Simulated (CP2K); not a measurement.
Worked example: self-consistent single point of CsCaH3 (P4mm, 5 atoms in the cell) in CP2K.

Level of theory: LDA (Pade form), GPW, DZVP-MOLOPT-SR-GTH basis, GTH-PADE potentials (GTH_POTENTIALS) (CP2K 2026.2).

```
CsCaH3
1.0
    4.59808     0.00000     0.00000
    0.00000     4.59808     0.00000
    0.00000     0.00000     4.59808
Cs Ca H
1 1 3
Direct
  0.00000   0.00000   0.01087
  0.50000   0.50000   0.50000
  0.50000   0.00000   0.50000
  0.00000   0.50000   0.50000
  0.50000   0.50000   0.00000
```

Reference input (self-consistent single point, DFT LDA (Pade form), GPW, DZVP-MOLOPT-SR-GTH basis, GTH-PADE potentials (GTH_POTENTIALS)): CUTOFF = 500 Ry; REL_CUTOFF = 40 Ry; KPOINTS/SCHEME = MONKHORST-PACK 3 3 3; XC_FUNCTIONAL = PADE; Cs/BASIS_SET = DZVP-MOLOPT-SR-GTH-q9; Cs/POTENTIAL = GTH-PADE-q9; Ca/BASIS_SET = DZVP-MOLOPT-SR-GTH-q10; Ca/POTENTIAL = GTH-PADE-q10; H/BASIS_SET = DZVP-MOLOPT-SR-GTH-q1; H/POTENTIAL = GTH-PADE-q1; METHOD = GPW; EPS_DEFAULT = 1e-10. This run's input differs from it in these lines:

```diff
@@ -36,3 +36,3 @@
     &KPOINTS
-      SCHEME MONKHORST-PACK 3 3 3
+      SCHEME MONKHORST-PACK 9 9 9
     &END KPOINTS
```

Output, abridged:

```
 SCF WAVEFUNCTION OPTIMIZATION

  Step     Update method      Time    Convergence         Total energy    Change
     1 NoMix/Diag. 0.40E+00      -     1.12941332       -58.5852597162 -5.86E+01
     2 Broy./Diag. 0.40E+00      -     0.01476982       -58.6341750049 -4.89E-02
     3 Broy./Diag. 0.40E+00      -     0.03972264       -58.6244734904  9.70E-03
     4 Broy./Diag. 0.40E+00      -     0.03841087       -58.6983143788 -7.38E-02
     5 Broy./Diag. 0.40E+00      -     0.02030532       -58.7256724298 -2.74E-02
     6 Broy./Diag. 0.40E+00      -     0.01004658       -58.7107167440  1.50E-02
   [... 5 lines left out ...]
    12 Broy./Diag. 0.40E+00      -     0.00001706       -58.7049938854  7.79E-05
    13 Broy./Diag. 0.40E+00      -     0.00000499       -58.7049681079  2.58E-05
    14 Broy./Diag. 0.40E+00      -     0.00000102       -58.7049611569  6.95E-06
    15 Broy./Diag. 0.40E+00      -     0.00000074       -58.7049625060 -1.35E-06
  *** SCF run converged in    15 steps ***

  Overlap energy of the core charge distribution:               0.00000000000000
  Self energy of the core charge distribution:               -118.87763853342788
  Core Hamiltonian energy:                                     26.52626476152949
  Hartree energy:                                              42.86414685743463
  Exchange-correlation energy:                                 -9.21773559153638

  Total energy:                                               -58.70496250600014

 ENERGY| Total FORCE_EVAL ( QS ) energy [hartree]            -58.704962866077622

 FORCES| Atomic forces [hartree/bohr]
 FORCES|   Atom     x               y               z               |f|
 FORCES|      1  3.56943568E-12  3.56402122E-12 -1.46294694E-03   1.46294694E-03
   [... lines left out ...]

 STRESS| Analytical stress tensor [bar]
 STRESS|                        x                   y                   z
 STRESS|      x       -2.63636215743E+04   4.56000489936E-05   4.40228118843E-05
 STRESS|      y        4.56000489936E-05  -2.63636105872E+04   4.40329718449E-05
 STRESS|      z        4.40228118843E-05   4.40329718449E-05  -2.63736860364E+04
 STRESS| 1/3 Trace                                            -2.63669727326E+04
```

The run converged in 15 iterations. Against the reference run the free energy goes down by 3.3 meV/atom, the pressure hardly changes (-2.70 to -2.64 GPa), the largest force goes from 0.070 to 0.075 eV/Å and the gap on the mesh goes from 3.700 to 2.827 eV.

The starting cell comes from a database of computed structures (which also holds hypothetical and non-ambient phases and stackings), without a prior relaxation at this level. Its lattice was rescaled by up to half a per cent. One atom was moved a little off its site on purpose. Values carry the incompleteness of an atom-centred basis. Another mesh or the band path of this cell gives a smaller gap, so this value is not converged in the mesh.

Cost on one core of a shared machine: roughly 2 min.
